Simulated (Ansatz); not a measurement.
# Hypothetical zinc blende KF under a change: pressure 4.2 GPa

Consider KF in the zinc blende structure (space group F-43m, No. 216; a = 5.950 Å; a hypothetical phase, not in the database extracts checked).

Now apply this change: a hydrostatic pressure of 4.2 GPa.

Calculations: PBE (Ansatz, a quantum-chemistry and plane-wave program, PAW, no spin-orbit coupling). Settings: 10×10×10 k-points, 0.05 eV Fermi–Dirac smearing.

```json
[
 {"quantity": "volume per atom", "base": "26.33 Å³", "changed": "22.75 Å³", "shift": "-3.58 Å³"},
 {"quantity": "density", "base": "1.83 g/cm³", "changed": "2.12 g/cm³", "shift": "+0.29 g/cm³"},
 {"quantity": "shortest interatomic distance", "base": "2.577 Å", "changed": "2.454 Å", "shift": "-0.123 Å"},
 {"quantity": "band gap", "base": "5.06 eV", "changed": "5.46 eV", "shift": "+0.40 eV"},
 {"quantity": "gap character", "base": "indirect, W → Γ", "changed": "indirect, W → Γ", "shift": "–"},
 {"quantity": "smallest direct gap", "base": "5.24 eV", "changed": "5.77 eV", "shift": "+0.53 eV"},
 {"quantity": "electron mass", "base": "0.63 mₑ (at Γ)", "changed": "0.61 mₑ (at Γ)", "shift": "–"}
]
```

Final structure:

```
KF
1.0
    0.00000     2.83356     2.83356
    2.83356     0.00000     2.83356
    2.83356     2.83356     0.00000
F K
1 1
Cartesian
  4.25035   4.25035   4.25035
  0.00000   0.00000   0.00000
```

Load acts through the strain it causes; cell and atoms are relaxed under it. Masses are band curvatures over ±0.01 Å⁻¹ around the edge. No phonon test of stability was made.
